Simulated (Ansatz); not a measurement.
Take Nb in the bcc (W type) structure (space group Im-3m, No. 229; a = 3.3115 Å; relaxed with 0.1 eV smearing) as the base.

The values are results of PBE (Ansatz, a first-principles code), no spin-orbit coupling, not measurements.

For the base:

```
Item        Value
--------  -------
Pressure  0.0 GPa
```

One thing is altered: every lattice vector is stretched by 1.00 %; the atoms relax in the strained cell.

**Question.** Estimate the effect on the energy relative to the base.

**Answer.** The energy goes up by 8.4 meV/atom.

**Question.** What does the calculation give for the pressure after the change?

**Answer.** The pressure goes from zero to -4.8 GPa.

Whether these cells are dynamically stable was not tested. The final runs are not spin-polarised.
